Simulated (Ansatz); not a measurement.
System: CaZrN2 (R-3m, No. 166, 4 atoms in the cell; start mp-1029267). Method: LDA (plane waves, PAW; Ansatz, a first-principles code).

Run with plane-wave cutoff 520 eV, 12×12×12 k mesh, perturbation theory, scalar-relativistic PAW data made under PBE.

Computed at the level's own relaxed cell.

Harmonic phonon frequencies (cm⁻¹; i marks an imaginary mode; at Γ without the LO shift):

```json
[
 {"q point": "Γ", "frequencies": "0 0 0 157 157 249 249 294 400 453 453 617"},
 {"q point": "T", "frequencies": "94 94 168 168 195 270 270 309 445 445 602 628"},
 {"q point": "L", "frequencies": "141 176 213 260 313 321 366 425 446 454 506 602"},
 {"q point": "F", "frequencies": "126 148 217 235 294 349 358 374 432 442 505 623"}
]
```

No imaginary mode appears at these points.

Note: the run warned that the k mesh is coarse for the response to a field; the relaxation could not lower the start's symmetry, so the cell can be a saddle point above a distorted one.

A start named mp-… is a Materials Project structure, which need not be a measured phase.
